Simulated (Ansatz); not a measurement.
System: interstitial Li in alpha quartz (charge state +1). Calculation: PBE, PAW (plane waves to 420 eV; Ansatz, an electronic-structure program).

Settings: 243 host sites, the relaxed PBE lattice, the Γ point alone, smearing 0.01 eV, spin-restricted, no image-charge correction. No zero-point or tunnelling terms. The charge state is imposed; whether it is stable for some Fermi level was not computed. Sites that were not tried may lie lower.

Barriers: single points on a 2×2×2 k-point mesh shifted by half a step along c at the bands' geometries.

The step: a direct jump of one Li atom. Atoms about the jump, Cartesian Å from the middle of the jump, before and after:

```json
[
 {"atom": "Li1", "x0": "0.00", "y0": "-0.07", "z0": "0.92", "x1": "0.00", "y1": "0.07", "z1": "-0.92"},
 {"atom": "O2", "x0": "0.13", "y0": "-1.76", "z0": "-0.10", "x1": "0.15", "y1": "-1.76", "z1": "-0.21"},
 {"atom": "O3", "x0": "0.15", "y0": "1.76", "z0": "0.21", "x1": "0.13", "y1": "1.76", "z1": "0.10"},
 {"atom": "O4", "x0": "-1.65", "y0": "0.72", "z0": "1.62", "x1": "-1.71", "y1": "0.69", "z1": "1.59"},
 {"atom": "O5", "x0": "-1.71", "y0": "-0.69", "z0": "-1.59", "x1": "-1.65", "y1": "-0.72", "z1": "-1.62"},
 {"atom": "Si6", "x0": "-1.27", "y0": "-2.11", "z0": "-0.93", "x1": "-1.29", "y1": "-2.17", "z1": "-0.92"},
 {"atom": "Si7", "x0": "-1.29", "y0": "2.17", "z0": "0.92", "x1": "-1.27", "y1": "2.11", "z1": "0.93"},
 {"atom": "O8", "x0": "1.39", "y0": "-1.03", "z0": "1.94", "x1": "1.38", "y1": "-1.09", "z1": "2.01"},
 {"atom": "O9", "x0": "1.38", "y0": "1.09", "z0": "-2.01", "x1": "1.39", "y1": "1.03", "z1": "-1.94"},
 {"atom": "Si10", "x0": "1.31", "y0": "-2.34", "z0": "0.92", "x1": "1.26", "y1": "-2.28", "z1": "0.92"},
 {"atom": "Si11", "x0": "1.26", "y0": "2.28", "z0": "-0.92", "x1": "1.31", "y1": "2.34", "z1": "-0.92"}
]
```

**Question.** Predict the transition state.

**Answer.** 
```csv
atom,x,y,z
Li1,-0.26,0.00,0.00
O2,0.13,-1.87,-0.16
O3,0.13,1.87,0.16
O4,-1.64,0.71,1.53
O5,-1.64,-0.70,-1.53
Si6,-1.29,-2.21,-0.95
Si7,-1.29,2.21,0.95
O8,1.36,-1.05,1.94
O9,1.36,1.05,-1.94
Si10,1.29,-2.33,0.94
Si11,1.29,2.34,-0.93
```
It lies 0.14 eV above the start and 0.14 eV above the end. The saddle point's order was not checked, and it lies on a symmetry element of the cell, where a band can be held.
